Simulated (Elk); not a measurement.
Worked example: self-consistent single point of SbPt (P6_3/mmc, 4 atoms in the cell) in Elk.

Method of the run: Elk 10.2.4 with LDA (PW92), all-electron FP-LAPW, Elk's shipped species files, APW+lo basis with extra local orbitals.

```xyz
4
Lattice="4.1453 0.0000 0.0000 -2.0726 3.5899 0.0000 0.0000 0.0000 5.4965" Properties=species:S:1:pos:R:3 pbc="T T T"
Sb     2.0726     1.1966     4.1224
Sb     0.0000     2.3933     1.3741
Pt     0.0000     0.0000     2.7483
Pt     0.0000     0.0000     0.0000
```

Reference input (self-consistent single point, DFT, PBEsol, all-electron FP-LAPW, Elk's shipped species files, APW+lo basis with extra local orbitals): xctype = 22; rgkmax = 7.5; swidth = 0.00367493 Ha; ngridk = 8 8 5; gmaxvr = 16 1/bohr; nxlo = 2; lorbcnd = true; rmtscf = 0.87; lmaxi = 2; maxscl = 100. This run's input differs from it in these lines:

```diff
@@ -2,5 +2,2 @@
   0
-
-xctype
-  22
```

Log, with long lists cut:

```
│ Self-consistent loop started │
│ Loop number : 1 │
 total energy                :     -49822.6714018
│ Loop number : 2 │
 total energy                :     -49823.7162717
RMS change in Kohn-Sham potential (target) :   0.1360638374     (  0.1000000000E-05)
Absolute change in total energy (target)   :    1.044869890     (  0.1000000000E-03)
│ Loop number : 3 │
 total energy                :     -49827.3916869
RMS change in Kohn-Sham potential (target) :   0.1121255826     (  0.1000000000E-05)
Absolute change in total energy (target)   :    3.936632710     (  0.1000000000E-03)
│ Loop number : 4 │
   [... lines left out ...]
Absolute change in total energy (target)   :   0.2616151462E-02 (  0.1000000000E-03)
│ Loop number : 12 │
 total energy                :     -49829.2829198
RMS change in Kohn-Sham potential (target) :   0.7241258306E-06 (  0.1000000000E-05)
Absolute change in total energy (target)   :   0.3590171254E-03 (  0.1000000000E-03)
│ Loop number : 13 │
 total energy                :     -49829.2830429
RMS change in Kohn-Sham potential (target) :   0.7814788006E-07 (  0.1000000000E-05)
Absolute change in total energy (target)   :   0.3336546797E-04 (  0.1000000000E-03)
Convergence targets achieved

│ Loop number : 14 │

Energies :
 Fermi                       :     0.368661637635
 total energy                :     -49829.2830390

Density of states at Fermi energy :    62.33219974
 (states/Hartree/unit cell)

Estimated indirect band gap :   0.1338438861E-02
 from k-point     15 to k-point     28
Estimated direct band gap   :   0.1503849839E-01
 at k-point     13

Charges :
 core                        :    168.0000000
 valence                     :    90.00000000
 interstitial                :    9.164540347
 muffin-tins (core leakage)
  species :    1 (Sb)
   atom    1                 :    48.03904697     (  0.4685948251E-02)
   atom    2                 :    48.03904697     (  0.4685948251E-02)
  species :    2 (Pt)
   atom    1                 :    76.37868286     (  0.1056351198E-02)
   atom    2                 :    76.37868286     (  0.1056351198E-02)
 total in muffin-tins        :    248.8354597
 total calculated charge     :    257.9813232
 total charge                :    258.0000000
 error                       :   0.1867684550E-01

│ Self-consistent loop stopped │
```

The run converged in 14 iterations. The count includes the last loop, which Elk runs after its targets are met. 

The starting cell comes from a database of computed structures (which also holds hypothetical and non-ambient phases and stackings), without a prior relaxation at this level. Its lattice was rescaled by a random factor within 2.5 % of one. Spin-orbit coupling is off. Spin polarisation is off. Values depend on the basis (sphere radii, cutoffs, local orbitals), which need not be converged. The log's line on a gap gives a spacing of levels on this mesh, which the program prints for metals too.
